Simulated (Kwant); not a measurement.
Model system: wire with on-site disorder in a InSb two-dimensional gas. Effective mass 0.014 mₑ, grid spacing 9.4 nm, hard walls, nominal width 150 nm (15 grid rows, so walls 150.4 nm apart), one parabolic valley, scattering region 1200 nm long along x; energies count from the band bottom; Fermi energy swept from 0.00059687 to 0.02327 eV. On-site energies in the scattering region are random, uniform within ±W/2, W = 0.052 eV, averaged over 12 samples.

The device is made up for the run: typed textbook-type constants, with dimensions and the other settings drawn at random.

Kwant, effective-mass tight-binding model on a square grid, one spin, coherent transport at 0 K. Conductance is in e²/h.

Task: How many channels do the leads carry at E = 12.4, 17.4 meV?

Result: The hard-wall thresholds are n² ħ²π²/(2mW²) = n² × 1.19 meV with W = 150.4 nm. √(12.4/1.19) = 3.23, so 3. √(17.4/1.19) = 3.82, so 3.
